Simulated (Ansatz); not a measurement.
The structure below was relaxed with Kohn–Sham DFT with the PBE functional, run in Ansatz (an electronic-structure program) with PAW and 420 eV plane waves, no spin-orbit coupling, earlier PAW set, at pressure 22.5 GPa.

```yaml
crystal:
  lattice:
    - [2.89473, 0.00000, 0.00000]
    - [-1.44737, 2.50691, 0.00000]
    - [0.00000, 0.00000, 4.83706]
  atoms:
    - { symbol: Cd, position: [0.33333, 0.66667, 0.75000] }
    - { symbol: Cd, position: [0.66667, 0.33333, 0.25000] }
```

### Question
Find the space group and the Wyckoff positions.

### Answer
Space group P6₃/mmc (No. 194); a = b = 2.895 Å, c = 4.837 Å, α = β = 90.00°, γ = 120.00°

```csv
atom,site,symmetry,x,y,z
Cd,2d,-6m2,0.6667,0.3333,0.2500
```

### Question
Describe the coordination.

### Answer
The crystal has 2 atoms in its conventional cell. Conventional cell: a = b = 2.895 Å, c = 4.837 Å, α = β = 90.00°, γ = 120.00°. Cd has 12 Cd at 2.895–2.940 Å (anticuboctahedral). (Neighbours: up to the widest gap in distance over summed covalent radii, below 1.35, at either atom.)

Load acts through the strain it causes; cell and atoms are relaxed under it. Whether these cells are dynamically stable was not tested. No other phases were tried under pressure. The cell was made from Cd in the hcp (Mg type) structure (space group P6_3/mmc, No. 194) by this change: pressure 22.5 GPa.
